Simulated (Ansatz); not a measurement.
Effective masses and thermopower of YN under load (space group Fm-3m)

Data:

```
CELL_PARAMETERS angstrom
      0.00000     2.40181     2.40181
      2.40181     0.00000     2.40181
      2.40181     2.40181     0.00000
ATOMIC_POSITIONS crystal
  Y  0.00000 0.00000 0.00000
  N  0.50000 0.50000 0.50000
```

Level of theory: r2SCAN, rigid bands (plane waves, PAW, scalar-relativistic; Ansatz, a first-principles code). Condition of this run: hydrostatic pressure of 6 GPa (compression positive) (the target of the relaxation). Cell: cell and atoms relaxed with PBEsol, then loaded as said.

```json
{
  "band_gap": "0.48 eV",
  "electron conductivity mass (300 K, dilute)": "0.20 mₑ",
  "hole conductivity mass (300 K, dilute)": "0.49 mₑ",
  "effective density of states N_c (300 K)": "1.2e19 cm⁻³",
  "effective density of states N_v (300 K)": "3.7e19 cm⁻³",
  "density_of_states_mass_electrons": "0.60 mₑ",
  "density_of_states_mass_holes": "1.30 mₑ",
  "Seebeck coefficient, n-type 1e19 cm⁻³, 300 K": "-231 μV/K",
  "best n-type power factor at 300 K for τ = 10 fs (best axis; densities from 1e16 to 1e21 cm⁻³ tried, whether or not they can be reached)": "9.0 μW/(cm·K²) at 3e19 cm⁻³",
  "Seebeck coefficient, p-type 1e19 cm⁻³, 300 K": "327 μV/K",
  "best p-type power factor at 300 K for τ = 10 fs (best axis; densities from 1e16 to 1e21 cm⁻³ tried, whether or not they can be reached)": "12.2 μW/(cm·K²) at 1e20 cm⁻³"
}
```

Rigid bands; masses and Seebeck coefficients take one relaxation time τ for all states and one kind of carrier; polarons and phonon drag are left out. Spin-orbit coupling is left out; where it splits the top of the valence band, N_v and the p-type Seebeck coefficient come out somewhat high without it. Geometry: cell and atoms relaxed with PBEsol.
